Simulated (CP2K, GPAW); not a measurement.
A CP2K input for a self-consistent single point of TePdSe (P3m1, 3 atoms in the cell) (DFT PBEsol, GPW, DZVP-MOLOPT-SR-GTH basis, GTH-PBE potentials (GTH_POTENTIALS)):

```
&GLOBAL
  PROJECT tepdse
  RUN_TYPE ENERGY_FORCE
  PRINT_LEVEL LOW
&END GLOBAL
&FORCE_EVAL
  METHOD Quickstep
  STRESS_TENSOR ANALYTICAL
  &DFT
    BASIS_SET_FILE_NAME BASIS_MOLOPT
    POTENTIAL_FILE_NAME GTH_POTENTIALS
    &QS
      METHOD GPW
      EPS_DEFAULT 1E-11
    &END QS
    &MGRID
      CUTOFF 500
      REL_CUTOFF 60
      NGRIDS 5
    &END MGRID
    &SCF
      SCF_GUESS ATOMIC
      EPS_SCF 1E-6
      MAX_SCF 100
      ADDED_MOS 6
      &DIAGONALIZATION
        ALGORITHM STANDARD
      &END DIAGONALIZATION
      &MIXING
        METHOD BROYDEN_MIXING
        ALPHA 0.2
        NBUFFER 12
        BETA 1
      &END MIXING
      &SMEAR ON
        METHOD GAUSSIAN
        SIGMA [eV] 0.1
      &END SMEAR
    &END SCF
    &KPOINTS
      SCHEME MONKHORST-PACK 10 10 7
      GAMMA_CENTERED T
    &END KPOINTS
    &XC
      &XC_FUNCTIONAL
        &PBE
          PARAMETRIZATION PBESOL
        &END PBE
      &END XC_FUNCTIONAL
    &END XC
    &PRINT
      &MO
        EIGENVALUES T
        OCCUPATION_NUMBERS T
        NDIGITS 8
        FILENAME mo
        &EACH
          QS_SCF 0
        &END EACH
        ADD_LAST NUMERIC
      &END MO
      &MULLIKEN OFF
      &END MULLIKEN
    &END PRINT
  &END DFT
  &SUBSYS
    &CELL
      ABC 3.84889100 3.84889178 4.92831200
      ALPHA_BETA_GAMMA 90.00000000 90.00000000 120.00000185
      PERIODIC XYZ
    &END CELL
    &COORD
      SCALED
      Te       0.00000000     0.00000000     0.73055000
      Pd       0.33333300     0.66666700     0.00891000
      Se       0.66666700     0.33333300     0.26054000
    &END COORD
    &KIND Te
      BASIS_SET DZVP-MOLOPT-SR-GTH
      POTENTIAL GTH-PBE-q6
    &END KIND
    &KIND Pd
      BASIS_SET DZVP-MOLOPT-SR-GTH
      POTENTIAL GTH-PBE-q18
    &END KIND
    &KIND Se
      BASIS_SET DZVP-MOLOPT-SR-GTH
      POTENTIAL GTH-PBE-q6
    &END KIND
  &END SUBSYS
  &PRINT
    &FORCES ON
    &END FORCES
    &STRESS_TENSOR ON
    &END STRESS_TENSOR
  &END PRINT
&END FORCE_EVAL
```

**Question.** Write the same calculation as an input for GPAW.

**Answer.** One input that does it (others would too):

```python
from ase import Atoms
from ase.units import GPa
from gpaw import GPAW

atoms = Atoms(['Te', 'Pd', 'Se'],
              cell=[[3.848891, 0.000000, 0.000000],
                    [-1.924446, 3.333238, 0.000000],
                    [0.000000, 0.000000, 4.928312]],
              positions=[[0.000000, 0.000000, 3.600378],
                         [-0.000002, 2.222160, 0.043911],
                         [1.924447, 1.111078, 1.284022]],
              pbc=True)

calc = GPAW(mode={'name': 'pw', 'ecut': 600},
            xc='PBEsol',
            kpts={'size': (10, 10, 7), 'gamma': True},
            occupations={'name': 'methfessel-paxton', 'width': 0.1, 'order': 0},
            nbands=-9,
            symmetry={'symmorphic': False, 'tolerance': 0.0005},
            maxiter=100)

atoms.calc = calc

energy = atoms.get_potential_energy()
print('Energy (eV):', round(energy, 6))
forces = atoms.get_forces()
print('Forces (eV/Ang):')
print(forces.round(5))
stress = atoms.get_stress()
print('Stress (GPa, Voigt):', (stress / GPa).round(4))
```

Basis settings and potentials, where a program has them, do not carry over. This input uses DFT PBEsol, plane waves, GPAW PAW datasets PBEsol (made by gpaw-setup).

The starting cell comes from a database of computed structures (which also holds hypothetical and non-ambient phases and stackings), without a prior relaxation at this level. For this run, on top of that: lattice scaled by 0.98.
